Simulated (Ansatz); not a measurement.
Consider this model of amorphous Si24O36.

```yaml
crystal:
  lattice:
    - [9.01837, 0.14505, -0.01051]
    - [0.14505, 9.92715, -0.27339]
    - [-0.01051, -0.27339, 9.78099]
  atoms:
    - { symbol: Si, position: [0.43083, 0.69382, 0.28496] }
    - { symbol: Si, position: [0.58248, 0.74703, 0.02239] }
    - { symbol: Si, position: [0.42058, 0.51083, 0.90944] }
    - { symbol: Si, position: [0.94943, 0.44394, 0.51480] }
    - { symbol: Si, position: [0.02605, 0.90659, 0.01602] }
    - { symbol: Si, position: [0.05517, 0.13758, 0.07915] }
    - { symbol: Si, position: [0.20072, 0.26491, 0.34986] }
    - { symbol: Si, position: [0.48163, 0.39743, 0.21343] }
    - { symbol: Si, position: [0.79526, 0.94532, 0.66883] }
    - { symbol: Si, position: [0.89387, 0.99466, 0.45973] }
    - { symbol: Si, position: [0.67606, 0.08614, 0.31377] }
    - { symbol: Si, position: [0.25148, 0.15250, 0.81881] }
    - { symbol: Si, position: [0.72671, 0.18983, 0.09729] }
    - { symbol: Si, position: [0.94935, 0.65814, 0.72362] }
    - { symbol: Si, position: [0.13386, 0.69392, 0.18446] }
    - { symbol: Si, position: [0.86495, 0.82583, 0.18107] }
    - { symbol: Si, position: [0.75505, 0.21890, 0.85105] }
    - { symbol: Si, position: [0.21282, 0.02430, 0.54324] }
    - { symbol: Si, position: [0.47720, 0.35729, 0.72799] }
    - { symbol: Si, position: [0.93760, 0.39507, 0.80947] }
    - { symbol: Si, position: [0.50467, 0.83280, 0.53932] }
    - { symbol: Si, position: [0.15000, 0.53111, 0.90786] }
    - { symbol: Si, position: [0.48976, 0.04321, 0.01806] }
    - { symbol: Si, position: [0.59755, 0.52496, 0.49804] }
    - { symbol: O, position: [0.49722, 0.41865, 0.57384] }
    - { symbol: O, position: [0.39090, 0.06471, 0.87759] }
    - { symbol: O, position: [0.35091, 0.34249, 0.30402] }
    - { symbol: O, position: [0.57239, 0.89680, 0.96603] }
    - { symbol: O, position: [0.54397, 0.63241, 0.90254] }
    - { symbol: O, position: [0.61876, 0.92730, 0.62392] }
    - { symbol: O, position: [0.90437, 0.23740, 0.09572] }
    - { symbol: O, position: [0.73116, 0.73031, 0.11368] }
    - { symbol: O, position: [0.17247, 0.83147, 0.11063] }
    - { symbol: O, position: [0.85822, 0.80033, 0.71895] }
    - { symbol: O, position: [0.10270, 0.66304, 0.81450] }
    - { symbol: O, position: [0.97192, 0.71263, 0.25788] }
    - { symbol: O, position: [0.44701, 0.72208, 0.12765] }
    - { symbol: O, position: [0.06719, 0.37597, 0.39996] }
    - { symbol: O, position: [0.07250, 0.96180, 0.45617] }
    - { symbol: O, position: [0.96587, 0.34517, 0.64334] }
    - { symbol: O, position: [0.63955, 0.31951, 0.19496] }
    - { symbol: O, position: [0.81234, 0.06557, 0.78910] }
    - { symbol: O, position: [0.76805, 0.47157, 0.47219] }
    - { symbol: O, position: [0.84352, 0.54478, 0.79079] }
    - { symbol: O, position: [0.32100, 0.27699, 0.73751] }
    - { symbol: O, position: [0.55107, 0.67281, 0.57179] }
    - { symbol: O, position: [0.51118, 0.81346, 0.37116] }
    - { symbol: O, position: [0.99563, 0.59743, 0.56768] }
    - { symbol: O, position: [0.82751, 0.14153, 0.41224] }
    - { symbol: O, position: [0.61903, 0.25438, 0.74363] }
    - { symbol: O, position: [0.25808, 0.66354, 0.30676] }
    - { symbol: O, position: [0.34014, 0.90399, 0.56076] }
    - { symbol: O, position: [0.52444, 0.54170, 0.32673] }
    - { symbol: O, position: [0.43385, 0.44538, 0.06475] }
    - { symbol: O, position: [0.14389, 0.20415, 0.94546] }
    - { symbol: O, position: [0.12370, 0.56378, 0.07441] }
    - { symbol: O, position: [0.16083, 0.06643, 0.70014] }
    - { symbol: O, position: [0.25618, 0.16039, 0.46609] }
    - { symbol: O, position: [0.79663, 0.91100, 0.33007] }
    - { symbol: O, position: [0.15491, 0.17583, 0.21556] }
```

Methods: PBE, scalar-relativistic without spin-orbit coupling (Ansatz, an electronic-structure program); r2SCAN, scalar-relativistic without spin-orbit coupling (Ansatz); HSE06, scalar-relativistic without spin-orbit coupling (Ansatz). Neutral PBE cell, which sets geometry, pressure and energy: sampling: a 2×2×2 Γ-centred mesh; Fermi-Dirac width 0.02 eV; no spin polarisation. The usual formal charges leave 24 electrons over, so the level spacing at the Fermi energy parts defect or band states and needn't be the band gap. Exact exchange is cut at the faces of this 9 Å cell, which leaves hybrid gaps a finite-size error.

A CHGNet melt-quench gave the starting glass, which DFT then relaxed. O atoms were pushed apart under 1.9 Å during the dynamics, to hinder bonds among them. The hot cell started wider than the set density and was brought back towards it in steps. It is the lowest in DFT energy of 2 quenches. It is a model cell: composition and starting density were chosen by hand, and all elements were melted together. No dispersion term was used. Cooling ran many orders faster than in experiment, which tends to leave more defects and strain. Values belong to this one cell and scatter from quench to quench. Volume and shape were free in the relaxation.

### Question
Give the pressure, the energy against reference phases and the spacing of the highest filled and lowest empty levels.

### Answer

```json
{
  "Pressure on a 2×2×2 Γ-centred mesh": "0.01 GPa",
  "Largest force and stress component on that mesh (the relaxation ran on the zone centre alone)": "0.08 eV/Å and 0.0 GPa",
  "Energy relative to alpha cristobalite + silicon (lowest mix at this level among the phases computed, not always the ambient ones)": "0.299 eV/atom",
  "Level spacing at the Fermi energy on a 2×2×2 Γ-centred mesh (PBE)": "0.94 eV",
  "Level spacing at the Fermi energy at the zone centre (PBE)": "1.01 eV",
  "Level spacing at the Fermi energy at the zone centre (r2SCAN)": "1.13 eV",
  "Level spacing at the Fermi energy at the zone centre (HSE06)": "1.72 eV",
  "Distance between the nearest levels spread over more than a fifth of the atoms or a third of the atoms of their main element (six at least) (PBE, zone centre)": "3.18 eV"
}
```

### Question
At PBE and the zone centre, how localised are the states just below and above the Fermi level (participation number: the atoms over which a state spreads)?

### Answer
The highest filled state is spread over 3.7 atoms' worth, largest on Si5, with weights by element (charge in smoothed Voronoi cells) Si 0.72, O 0.28. The lowest empty state is spread over 6.8 atoms' worth, largest on Si23, with weights by element (charge in smoothed Voronoi cells) Si 0.76, O 0.24.

At PBE the levels at both edges of the gap are localised (band-tail or defect states), and the nearest spread-out levels lie 3.2 eV apart at the zone centre.

Neighbours within Si-Si 2.60 Å, Si-O 2.16 Å, O-O 1.58 Å count as bonded. Two cations that share two anions don't count as bonded, nor two that share one unless they lie closer than Si-Si 2.38 Å.

A PBE run started with 1 μB on atoms that lack a bond or may hold spare charge lost its moments; other starts weren't tried.
